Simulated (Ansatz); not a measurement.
**BaS: energy against volume**

BaS (rock salt, Fm-3m, 31.726 Å³/atom and stress up to 0.01 GPa in the relaxed cell, cube axes along x, y and z) under an equal strain ε along all three axes. PBEsol in Ansatz, a plane-wave DFT program (PAW, default set), 420 eV, 9×9×9 Γ-centred mesh, Fermi-Dirac smearing 0.05 eV; ions are relaxed, or left where forces stay under 0.02 eV/Å, within the symmetry of each cell.

Here V stands for volume and E for E less E0.

| volume (Å³/atom) | E less E0 (meV/atom) | pressure (GPa) |
|---|---|---|
| 29.8606 | 17.89 | 3.24 |
| 30.3200 | 9.90 | 2.34 |
| 30.7841 | 4.34 | 1.51 |
| 31.2529 | 1.08 | 0.73 |
| 31.7264 | 0.00 | 0.01 |
| 32.2047 | 1.00 | -0.67 |
| 32.6877 | 3.96 | -1.29 |
| 33.1756 | 8.79 | -1.87 |
| 33.6683 | 15.38 | -2.41 |
| 34.6683 | ? | ? |

The 9 complete rows are fitted with the third-order Birch-Murnaghan form, a cubic in V^(-2/3), E against V. With u = V^(-2/3) - 0.0998, the rows have u = 0.0040965, 0.0030444, 0.0020081, 0.0009874, -0.0000179, -0.0010083, -0.0019839, -0.0029453, -0.0038925. Least squares gives E = 0.003 + 58.6·u + 1040480·u² + 2699129·u³. Residuals (row less fit): 0.001, -0.001, 0.002, 0.002, -0.002, 0.001, -0.001, 0.003, -0.001; standard error 0.002 (degrees of freedom: 5). Its minimum lies at u = -0.0000282, so V0 = (0.0997718)^(-3/2) = 31.73. There d²E/du² = 2081000 and d³E/du³ = 1.619e7, so B0 = (4/9) × 31.73^(-7/3) × 2081000 × 0.160218 = 46.5 GPa (the last factor turns the table's units into GPa), and B0' = 4 + (2/3) × 0.0997718 × (1.619e7)/2081000 = 4.5. B0' rests on the cubic coefficient alone and has a standard error of 0.1 from these residuals.

Q: What does the fit predict for E at V = 34.6683, and how far is the calculated value from it?

A: u = -0.0057458, so E = 0.003 + 58.6 × (-0.0057458) + 1040480 × (-0.0057458)² + 2699129 × (-0.0057458)³ = 33.505 meV/atom. The calculation gives 33.51 meV/atom, 0.005 meV/atom above the prediction (0.0 % of the range of E in the table). The row lies outside the fitted rows, so this is an extrapolation. The scatter of the fitted rows lies at the last printed digit.

Other structures, which can take over under pressure, weren't tried. The same form fitted to the pressure column gives B0' = 4.5; series where the two differ by over 0.4 aren't shown. Rows are the converged runs of the series near zero and its far end, less any whose ions stayed unrelaxed beside relaxed ones; series whose fitted rows scatter by over a few per cent of the range, as at a crossing or softening among them, aren't shown in this form.
